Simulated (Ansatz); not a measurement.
Phonon-limited resistivity of NbZn$_{3}$ (Pm-3m) against temperature in μΩ·cm, PBEsol, DFPT electron-phonon coupling, linearised Boltzmann equation (Ansatz, a first-principles code), harmonic crystal at a fixed cell.

| T | ρ |
|---|---|
| 50 K | 0.37 |
| 77 K | (withheld) |
| 100 K | (withheld) |
| 150 K | 4.6 |
| 200 K | 6.8 |
| 250 K | 8.9 |
| 273 K | 9.8 |
| 300 K | 10.9 |
| 350 K | 12.9 |
| 400 K | 14.9 |
| 500 K | 18.8 |

Question: Some entries are withheld; supply them.

Answer: 
- 77 K, ρ: 1.30
- 100 K, ρ: 2.3

A metal at this level (no band gap). Only scattering by harmonic phonons is included (no impurities, grain boundaries, electron-electron scattering or thermal expansion). Spin-orbit coupling is left out. Halving the electron mesh (24x24x24) moves the resistivity by up to 5 %. Smearing 0.20 eV; phonons on a 4x4x4 q mesh, which this run doesn't test and which matters most at low temperature.

Formula and space group known from diffraction (Crystallography Open Database), not checked to be the room-temperature form: NbZn3 (Pm-3m).
